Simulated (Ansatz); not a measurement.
**Habitual settings against a tight run: Sb2Pt3 (Ibam, 10 atoms in the cell)**

Self-consistent single point.

```
Sb2Pt3
1.0
   -3.24133     5.46261     2.65087
    3.24133    -5.46261     2.65087
    3.24133     5.46261    -2.65087
Sb Pt
4 6
Cartesian
  1.69159   3.77630   0.00000
  1.54975   1.68631   2.65087
  4.93292   1.68631   0.00000
 -1.69159   3.77630   2.65087
  0.82985   4.25494   2.65087
  2.41149   1.20767   0.00000
  0.82985   6.67029   0.00000
  2.41149  -1.20767   2.65087
  0.00000   0.00000   3.97630
  0.00000   0.00000   1.32543
```

Computed with PBEsol, PAW files made with PBE (plane waves; Ansatz, a quantum-chemistry and plane-wave program).

Base settings: basis.ecutwfc = 420 eV; kpoints.mp_grid.grid = 5 5 5; hamiltonian.xc = pbesol; hamiltonian.pseudopotentials = {kind: paw} (the program's default PAW files); scf.occupations.method = gaussian; scf.occupations.width = 0.272 eV.

Tight run (finer mesh or higher cutoff; not a proven limit): basis.ecutwfc: 420 eV → 590 eV; kpoints.mp_grid.grid: 5 5 5 → 7 7 7; scf.convergence.dr2_threshold: default (1e-07 eV) → 1e-09 eV. It gave Fermi level (on the code's own zero) 18.07 eV; pressure 2.05 GPa; largest force (vector length) 0.272 eV/Å.

Quick runs, as changes from the base:
- A: the base itself
- B: basis.ecutwfc: 420 eV → 335 eV; kpoints.mp_grid.grid: 5 5 5 → 2 2 2; hamiltonian.xc: pbesol → lda; scf.convergence.dr2_threshold: default (1e-07 eV) → 0.0001 eV [LDA (PW92)]
- C: kpoints.mp_grid.grid: 5 5 5 → 4 4 4; scf.occupations.method: gaussian → fermi_dirac; scf.convergence.dr2_threshold: default (1e-07 eV) → 0.001 eV
- D: basis.ecutwfc: 420 eV → 335 eV; kpoints.mp_grid.grid: 5 5 5 → 6 6 6
- E: basis.ecutwfc: 420 eV → 210 eV; kpoints.mp_grid.grid: 5 5 5 → 2 2 2; scf.convergence.dr2_threshold: default (1e-07 eV) → 0.0001 eV
- F: basis.ecutwfc: 420 eV → 250 eV; kpoints.mp_grid.grid: 5 5 5 → 1 1 1

Energies are extrapolated to zero smearing width, which holds to low order in the width alone.

Dashes: energy of B, another energy zero.

† marks runs with another functional, U, potentials or spin treatment: their distance from the tight run is not a convergence error alone.

The count of work is k-points × plane waves × bands × iterations; it is no time. 

Pressures in the table are Ansatz's without its Pulay estimate, at a fixed set of plane waves; the tight run's value above holds the estimate.

The starting cell comes from a database of computed structures (which also holds hypothetical and non-ambient phases and stackings), without a prior relaxation at this level. Its lattice was rescaled by a random factor within 2.5 % of one. Spin polarisation is off.

| run | energy less tight (meV/atom) | pressure less tight (GPa) | largest miss in a force vector (eV/Å) | count of work / tight |
|---|---|---|---|---|
| A | 0.6 | -0.05 | 0.007 | 0.21 |
| B† | – | -5.07 | 0.084 | 0.018 |
| C | 4.1 | 0.50 | 0.045 | 0.097 |
| D | 11.9 | -1.30 | 0.005 | 0.25 |
| E | 4943.8 | -226.37 | 1.095 | 0.011 |
| F | 1040.7 | -65.57 | 1.790 | 0.0031 |

Among the runs at the tight run's level, the energy misses run from 0.6 to 4943.8 meV/atom.

Keys are those of Ansatz 0.2.
